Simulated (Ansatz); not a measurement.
# How the cohesive energy of Os (model structure, started from the diamond type, Fd-3m, No. 227, 2 atoms in the cell) moves with the method

No measured value is used here.

| level (code) | value (eV/atom) | cell (Å³/atom) |
|---|---|---|
| LDA (Ansatz) | 8.80 | 20.48 |
| PBE (Ansatz) | 7.12 | 21.43 |
| PBEsol (Ansatz) | 7.98 | 20.81 |
| r²SCAN (Ansatz) | 6.84 | 21.00 |

Density-functional levels without +SOC have no spin–orbit coupling, which shifts binding energies of heavy elements. LDA, PBE, PBEsol, r²SCAN: the run has no spin polarisation, so it can have missed a magnetic state. Each level is taken at its own relaxed cell. Cutoffs differ between the levels. Ansatz's density-functional and Hartree–Fock values are scalar-relativistic unless marked +SOC, with PAW data made under PBE.

A model structure was made by putting elements into a prototype or built by hand; it is no filed structure, need not be a known phase, and can be a saddle point held by its symmetry.

Ansatz is an electronic-structure program.
